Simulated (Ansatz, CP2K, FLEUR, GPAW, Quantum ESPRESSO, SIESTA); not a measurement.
# Code comparison for TiSi (Pnma, 8 atoms in the cell)

Self-consistent single point.

```
TiSi
1.0
    6.58907     0.00000     0.00000
    0.00000     3.67460     0.00000
    0.00000     0.00000     5.05240
Ti Si
4 4
Direct
  0.67568   0.25000   0.37178
  0.32432   0.75000   0.62822
  0.82432   0.75000   0.87178
  0.17568   0.25000   0.12822
  0.54393   0.25000   0.85540
  0.45607   0.75000   0.14460
  0.95607   0.75000   0.35540
  0.04393   0.25000   0.64460
```

All programs got the same cell, k-point mesh and kind of occupations (in Ansatz's words: kpoints.mp_grid.grid = 3 5 4; scf.occupations.method = gaussian; scf.occupations.width = 0.05 eV); potentials, basis and cutoffs are each program's usual ones.

```json
[
 {"code": "SIESTA", "model": "LDA PW92, numerical atomic orbitals DZP, PseudoDojo LDA standard norm-conserving potentials (rewritten from UPF to PSML)", "pressure (GPa)": "-11.53", "largest force (eV/Å)": "0.217", "k-points": "32", "cutoff": "grid 350 Ry"},
 {"code": "Quantum ESPRESSO", "model": "LDA (PW92), PseudoDojo standard norm-conserving (LDA) pseudopotentials", "pressure (GPa)": "-11.10", "largest force (eV/Å)": "0.123", "k-points": "18", "cutoff": "85 Ry"},
 {"code": "Ansatz", "model": "LDA (PW92), PAW files made with PBE", "pressure (GPa)": "-10.90", "largest force (eV/Å)": "0.139", "k-points": "18", "cutoff": "default"},
 {"code": "GPAW", "model": "LDA (Perdew-Wang 92), GPAW PAW datasets LDA (gpaw-data 1.0.1)", "pressure (GPa)": "-10.33", "largest force (eV/Å)": "0.150", "k-points": "18", "cutoff": "850 eV"},
 {"code": "CP2K", "model": "LDA (Pade form), GPW, DZVP-MOLOPT-SR-GTH basis, GTH-PADE potentials (GTH_POTENTIALS)", "pressure (GPa)": "-10.81", "largest force (eV/Å)": "0.183", "k-points": "31", "cutoff": "grid 600 Ry"},
 {"code": "FLEUR", "model": "LDA (Perdew-Zunger), all-electron FLAPW (FLEUR), scalar-relativistic valence", "pressure (GPa)": "–", "largest force (eV/Å)": "0.150", "k-points": "18", "cutoff": "Kmax 4.1 1/bohr"}
]
```

Size of the force on each atom (eV/Å): Sizes of forces hide their directions.

```
code                Ti1    Ti2    Ti3    Ti4    Si5    Si6    Si7    Si8
----------------  -----  -----  -----  -----  -----  -----  -----  -----
SIESTA            0.046  0.046  0.046  0.046  0.217  0.217  0.217  0.217
Quantum ESPRESSO  0.021  0.021  0.021  0.021  0.123  0.123  0.123  0.123
Ansatz            0.021  0.021  0.021  0.021  0.139  0.139  0.139  0.139
GPAW              0.024  0.024  0.024  0.024  0.150  0.150  0.150  0.150
CP2K              0.032  0.032  0.032  0.032  0.183  0.183  0.183  0.183
FLEUR             0.022  0.022  0.022  0.022  0.150  0.150  0.150  0.150
```

A dash marks a value that a program does not give, or that is left out as unsure.

The spread over the programs that give each value: pressure within 1.20 GPa; largest force within 0.094 eV/Å.

The starting cell comes from a database of computed structures (which also holds hypothetical and non-ambient phases and stackings), without a prior relaxation at this level. Its lattice was rescaled by a random factor within 2.5 % of one. On Ansatz's run: Spin polarisation is off. In the base run, with a pressure of about -11 GPa the cell is away from its equilibrium volume at this level. Without a gap this mesh is coarse (it stands for a supercell whose shortest vector is 18 Å).

Problem. Why do the programs differ, and what cannot be compared?

Solution. Differences of this kind can come from the potentials, where these differ, and from what each basis and cutoff leave unconverged. The zero of total energies and Fermi levels follows the potentials and each program's conventions, so they are not compared here. SIESTA and CP2K use small atom-centred bases, whose incompleteness enters pressures, forces and empty levels differently from a plane-wave cutoff. FLEUR treats all electrons, but the usual bases taken here (sphere radii, linearisation, local orbitals, empty states) were not tested for convergence, so the values are no reference for the others. Ansatz's pressure is given at a fixed set of plane waves, as the other plane-wave codes print theirs. The programs reduce the same mesh by symmetry to different extents, which changes the work and not the result.

The shared mesh is coarse (it stands for a supercell whose shortest vector is 18 Å), so the values are not converged in it.

Left out of this page: ABINIT (failed or unconverged); Elk (not drawn, or without a comparable value).

Ansatz is a quantum-chemistry and plane-wave program.

Keys are those of Ansatz 0.2.
